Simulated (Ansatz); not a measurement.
We consider CuAu3 (I4/mmm, No. 139, 4 atoms in the cell; start mp-1184018; a measured phase of this formula has another space group), described by PBEsol in Ansatz (plane waves, PAW).

Run with plane-wave cutoff 520 eV, 20×20×20 k mesh, Fermi–Dirac smearing 0.05 eV, no spin polarisation, scalar-relativistic PAW data made under PBE.

Cell (relaxed at this level):

Au3Cu is taken in the tetragonal space group I4/mmm (No. 139), Pearson symbol tI8. Lattice parameters: a = 3.958 Å, b = 3.958 Å, c = 8.029 Å, α = 90.00°, β = 90.00°, γ = 90.00°. Cu on 2a is surrounded by 12 Au at 2.799–2.819 Å (cuboctahedral). Au1 on 4d is surrounded by 8 Au at 2.799–2.819 Å and 4 Cu at 2.819 Å (cuboctahedral). Au2 on 2b has 4 Cu at 2.799 Å and 8 Au at 2.819 Å (cuboctahedral). (Neighbours: up to the widest gap in distance over summed covalent radii, below 1.35, at either atom.)
(The calculation used a cell of 4 atoms; values per cell refer to that cell.)

### Question
What does this level give for the bulk modulus?

### Answer

- bulk modulus = 173 GPa

Note: the run has no spin polarisation, so it can have missed a magnetic state; the bulk modulus is −V dP/dV from two relaxed cells at ±2 % in volume; the relaxation could not lower the start's symmetry, so the cell can be a saddle point above a distorted one.

Spin–orbit coupling is not included; it can shift volumes and moduli of such heavy elements.

The computed numbers hold no vibrational or temperature effects.

Cost on a shared machine: around 10 core-minutes (rough).

A start named mp-… is a Materials Project structure, which need not be a measured phase.

Ansatz is a quantum-chemistry and plane-wave program.
